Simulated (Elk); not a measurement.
Elk run on LiCuS₂ (Pnnm, 8 atoms in the cell): self-consistent single point.

Computed with Elk 10.2.4 with LDA (PW92), all-electron FP-LAPW, Elk's shipped species files, APW+lo basis with extra local orbitals.

```
CELL_PARAMETERS angstrom
      5.96554     0.00000     0.00000
      0.00000     6.65461     0.00000
      0.00000     0.00000     3.37499
ATOMIC_POSITIONS crystal
  Li 0.00000 0.50000 0.50000
  Li 0.50000 0.00000 0.00000
  Cu 0.00000 0.00000 0.00000
  Cu 0.50000 0.50000 0.50000
  S  0.18406 0.85406 0.50000
  S  0.81594 0.14594 0.50000
  S  0.68406 0.64594 0.00000
  S  0.31594 0.35406 0.00000
```

Reference input (self-consistent single point, DFT, PBEsol, all-electron FP-LAPW, Elk's shipped species files, APW+lo basis with extra local orbitals): xctype = 22; rgkmax = 7.5; stype = 0; swidth = 0.0001 Ha; ngridk = 3 3 5; gmaxvr = 14 1/bohr; nxlo = 2; lorbcnd = true; lmaxi = 2; maxscl = 100. This run's input differs from it in these lines:

```diff
@@ -2,5 +2,2 @@
   0
-
-xctype
-  22
```

Log, with long lists cut:

```
│ Self-consistent loop started │
│ Loop number : 1 │
 total energy                :     -4854.66797659
│ Loop number : 2 │
 total energy                :     -4859.78255489
RMS change in Kohn-Sham potential (target) :   0.6116561009     (  0.1000000000E-05)
Absolute change in total energy (target)   :    5.114578295     (  0.1000000000E-03)
│ Loop number : 3 │
 total energy                :     -4892.55259687
RMS change in Kohn-Sham potential (target) :   0.2508112650     (  0.1000000000E-05)
Absolute change in total energy (target)   :    34.04868656     (  0.1000000000E-03)
│ Loop number : 4 │
   [... lines left out ...]
Absolute change in total energy (target)   :   0.1283127041E-02 (  0.1000000000E-03)
│ Loop number : 15 │
 total energy                :     -4911.96718973
RMS change in Kohn-Sham potential (target) :   0.1386832519E-06 (  0.1000000000E-05)
Absolute change in total energy (target)   :   0.3310235534E-03 (  0.1000000000E-03)
│ Loop number : 16 │
 total energy                :     -4911.96718961
RMS change in Kohn-Sham potential (target) :   0.4378984403E-07 (  0.1000000000E-05)
Absolute change in total energy (target)   :   0.8263188192E-04 (  0.1000000000E-03)
Convergence targets achieved

│ Loop number : 17 │

Energies :
 Fermi                       :     0.137010809342
 total energy                :     -4911.96719151

Density of states at Fermi energy :   0.8506315613E-05
 (states/Hartree/unit cell)

Estimated indirect band gap :   0.1964653487E-01
 from k-point      1 to k-point      9
Estimated direct band gap   :   0.3506263628E-01
 at k-point      6

Charges :
 core                        :    64.00000000
 valence                     :    64.00000000
 interstitial                :    12.77974374
 muffin-tins (core leakage)
  species :    1 (Li)
   atom    1                 :    2.114067477     (   0.000000000    )
   atom    2                 :    2.114067477     (   0.000000000    )
  species :    2 (Cu)
   atom    1                 :    27.81630938     (  0.5649243274E-03)
   [... lines left out ...]
   atom    2                 :    13.83987563     (  0.2750458643E-03)
   atom    3                 :    13.83987563     (  0.2750458643E-03)
   atom    4                 :    13.83987563     (  0.2750458643E-03)
 total in muffin-tins        :    115.2202563
 total calculated charge     :    127.9727274
 total charge                :    128.0000000
 error                       :   0.2727257635E-01

│ Self-consistent loop stopped │
```

The run converged in 17 iterations. The count includes the last loop, which Elk runs after its targets are met. Against the reference run the gap on the mesh goes from 0.553 to 0.535 eV.

The starting cell comes from a database of computed structures (which also holds hypothetical and non-ambient phases and stackings), without a prior relaxation at this level. Values depend on the basis (sphere radii, cutoffs, local orbitals), which need not be converged.

Cost on one core of a shared machine: roughly 2 min.
